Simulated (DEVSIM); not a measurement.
Device: abrupt Ge p-n junction, at 350 K.

| layer (left to right) | material | thickness (μm) | Nd (cm⁻³) | Na (cm⁻³) | τn (s) | τp (s) |
|---|---|---|---|---|---|---|
| 1 | Ge | 0.420 | - | 2.1e18 | 0.00066 | 0.00066 |
| 2 | Ge | 110 | 3.3e16 | - | 0.00066 | 0.00066 |

Left contact: ohmic. Right contact: ohmic. Voltage is applied to the left contact. Recombination: SRH at mid-gap, Auger. Mobility is constant in doping.

This is a model device: material constants are rounded textbook-type values typed into the input, and sizes, dopings and lifetimes were drawn at random. Values at 300 K; Nc and Nv go as T^1.5, mobilities as T to minus their exponent, the gap by Varshni's rule with the affinity fixed.

| parameter | Ge |
|---|---|
| gap (eV) | 0.664 |
| affinity (eV) | 4 |
| permittivity | 16 |
| Nc (cm⁻³) | 1.04e19 |
| Nv (cm⁻³) | 6e18 |
| μn (cm²/Vs) | 3900 |
| μp (cm²/Vs) | 1900 |
| T exponent of μn | 1.66 |
| T exponent of μp | 2.33 |
| Cn (cm⁶/s) | 1e-31 |
| Cp (cm⁶/s) | 1e-31 |
| Varshni α (eV/K) | 0.000477 |
| Varshni β (K) | 235 |

Model (solved in DEVSIM): 1D drift-diffusion, Boltzmann statistics, complete ionisation; no tunnelling, impact ionisation, image-force lowering or self-heating.

The thickness of layer 2 was swept, all else fixed.

```
thickness of layer 2 (μm)  dark forward voltage at 1 A/cm² (V)  dark forward voltage at 100 A/cm² (V)
-------------------------  -----------------------------------  -------------------------------------
22                                                       0.131                                  0.279
38                                                       0.136                                  0.290
66                                                       0.139                                  0.305
110                                                      0.141                                  0.328
190                                                      0.143                                  0.365
330                                                      0.145                                  0.426
550                                                      0.146                                  0.518
```

From the first row to the last the dark forward voltage at 1 A/cm² goes from 0.131 to 0.146. From the first row to the last the dark forward voltage at 100 A/cm² goes from 0.279 to 0.518.
